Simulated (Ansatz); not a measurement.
# Pressure series in WC

Start from WC (space group P-6m2, No. 187).

```
WC
1.0
    2.89847     0.00000     0.00000
   -1.44923     2.51015     0.00000
    0.00000     0.00000     2.82773
W C
1 1
Direct
  0.00000   0.00000   0.00000
  0.66667   0.33333   0.50000
```

Cell and atoms are relaxed at each pressure.

Computed with PBEsol (Ansatz, a program for electronic structure), without spin-orbit coupling.

| change | shortest interatomic distance | c/a ratio |
|---|---|---|
| base | 2.191 Å | 0.976 |
| pressure −2 GPa | 2.194 Å | 0.975 |
| pressure −1 GPa | 2.193 Å | 0.975 |
| pressure 0.9 GPa | 2.189 Å | 0.976 |
| pressure 2.1 GPa | 2.187 Å | 0.976 |
| pressure 4.5 GPa | [?] | 0.977 |
| pressure 9 GPa | 2.176 Å | 0.977 |
| pressure 15 GPa | 2.166 Å | 0.978 |
| pressure 22.5 GPa | [?] | 0.980 |
| pressure 30 GPa | 2.145 Å | 0.981 |

Question: Some entries are withheld; estimate them.

Answer: 
- pressure 4.5 GPa, shortest interatomic distance: 2.183 Å
- pressure 22.5 GPa, shortest interatomic distance: 2.155 Å

Load acts through the strain it causes; cell and atoms are relaxed under it. Whether these cells are dynamically stable was not tested. No other phases were tried under pressure. The final runs are not spin-polarised.
